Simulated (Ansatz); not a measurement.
Take Ti in the hcp (Mg type) structure (space group P6_3/mmc, No. 194; relaxed with 0.1 eV smearing) as the base.

```yaml
crystal:
  lattice:
    - [2.90164, 0.00000, 0.00000]
    - [-1.45082, 2.51289, 0.00000]
    - [0.00000, 0.00000, 4.59296]
  atoms:
    - { symbol: Ti, position: [0.66667, 0.33333, 0.75000] }
    - { symbol: Ti, position: [0.33333, 0.66667, 0.25000] }
```

Cartesian axes are those of the cell as printed.

The values are results of PBEsol (Ansatz, a program for electronic structure; PAW; 420 eV plane waves; scalar-relativistic without spin-orbit coupling), not measurements.

Strains are applied to the cell and any free atomic positions relax; under biaxial strain the out-of-plane vector relaxes too.

One change was made to it. Results:

The shortest interatomic distance drops by 0.003 Å, from 2.843 Å to 2.840 Å; the pressure (mean of the normal stresses, compression positive) goes from zero to -0.7 GPa.

Problem. What was done to the base?
A) biaxial strain +0.50 %, plane normal [001], relaxed out of plane
B) biaxial strain +1.00 %, plane normal [001], relaxed out of plane
C) biaxial strain −0.50 %, plane normal [001], relaxed out of plane
D) biaxial strain +1.50 %, plane normal [001], relaxed out of plane
E) biaxial strain −2.00 %, plane normal [001], relaxed out of plane

Solution. A, biaxial strain +0.50 %, plane normal [001], relaxed out of plane. For comparison, the pressure in the other runs: biaxial strain −2.00 %, plane normal [001], relaxed out of plane gives 2.8 GPa; biaxial strain +1.50 %, plane normal [001], relaxed out of plane gives -1.9 GPa; biaxial strain −0.50 %, plane normal [001], relaxed out of plane gives 0.7 GPa; biaxial strain +1.00 %, plane normal [001], relaxed out of plane gives -1.3 GPa.

No phonon test of stability was made. The final runs are not spin-polarised.
